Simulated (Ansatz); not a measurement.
Consider BaTiO3 in the cubic perovskite structure (space group Pm-3m, No. 221; a = 3.994 Å). Axes: x, y, z lie along the cube axes.

Calculations: DFT with r2SCAN, PAW potentials and a 500 eV plane-wave cutoff in Ansatz (a quantum-chemistry and plane-wave program), scalar-relativistic without spin-orbit coupling.

A first run, uniaxial strain ε_zz = +0.96 %, gives secant values C11 ≈ 300 GPa and C12 ≈ 110 GPa from its stress. A second run applies isotropic strain −2.92 %.

Problem. What does linear elasticity predict for the bulk modulus −ΔP/(ΔV/V₀) in the second run, and what does the run give?

Solution. Linear elasticity: (C11 + 2 C12)/3 = 170 GPa. The run gives 230 GPa; any difference comes from nonlinear terms at these strains and numerical noise.

No phonon test of stability was made. All final runs are without spin polarisation. Many cubic perovskites are stable only at high temperature; tilts and polar distortions were not tested. This is not the structure that BaTiO3 has at room temperature and ambient pressure.
